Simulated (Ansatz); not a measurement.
Functionals compared on a constructed model of the (111) surface of fcc Cu, a pseudomorphic layer of Re in the host's stacking (bottom of the slab: a bare face, its two planes held), in Ansatz (plane waves, PAW). The structure was relaxed with PBE; the other rows are single points on it. Cutoff 420 eV (500 eV for r2SCAN).

Set-up: 7 atoms, 13.0 Å thick at the start with caps and adatoms (thin: gaps and levels are the slab's own); mesh 17x17x1; 0.1 eV smearing; dipole correction on; 2 atoms held, the rest relaxed; symmetry of the start imposed; no spin, no spin-orbit, no U. In PBE it is, or lies within 0.01 eV a 1x1 cell of, the lowest of the 2 structures of its composition computed so far; subsurface sites and larger cells were not tried. These notes are the PBE run's.

```csv
functional,work function of the top face (eV),rough cost of the single point
PBE,5.61,–
RPBE,5.49,very roughly 26 core-seconds
r2SCAN,?,about 50 core-seconds (a rough figure)
```

Q: Fill in the missing entries.

A: 
- r2SCAN, work function of the top face (eV): 5.75

Ansatz is a program for electronic structure.
